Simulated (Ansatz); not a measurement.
LaWN3 (P2₁/m, No. 11, 10 atoms in the cell; start mp-989646), treated with LDA (Ansatz, a quantum-chemistry and plane-wave program, plane waves, PAW).

Settings: plane-wave cutoff 520 eV, 6×10×6 k mesh (along the axes of the cell as run), Fermi–Dirac smearing 0.01 eV, no spin polarisation, scalar-relativistic PAW data made under PBE.

Cell (relaxed at this level):

```cif
data_La2N6W2
_chemical_formula_sum 'La2 W2 N6'
_space_group_name_H-M_alt 'P 1'
_space_group_IT_number 1
_cell_length_a 5.75410
_cell_length_b 3.83768
_cell_length_c 7.81759
_cell_angle_alpha 90.000
_cell_angle_beta 108.866
_cell_angle_gamma 90.000
loop_
_space_group_symop_operation_xyz
  'x, y, z'
loop_
_atom_site_label
_atom_site_type_symbol
_atom_site_fract_x
_atom_site_fract_y
_atom_site_fract_z
_atom_site_occupancy
La1 La 0.24951 0.25000 0.18385 1
La2 La 0.75049 0.75000 0.81615 1
W1 W 0.13872 0.25000 0.66829 1
W2 W 0.86128 0.75000 0.33171 1
N1 N 0.03080 0.25000 0.86590 1
N2 N 0.96920 0.75000 0.13410 1
N3 N 0.97566 0.25000 0.38939 1
N4 N 0.02434 0.75000 0.61061 1
N5 N 0.46657 0.25000 0.74400 1
N6 N 0.53343 0.75000 0.25600 1
```

### Question
Give the computed band gap.

### Answer

band gap: 1.68 eV

Spin–orbit coupling is not included.

A start named mp-… is a Materials Project structure, which need not be a measured phase.
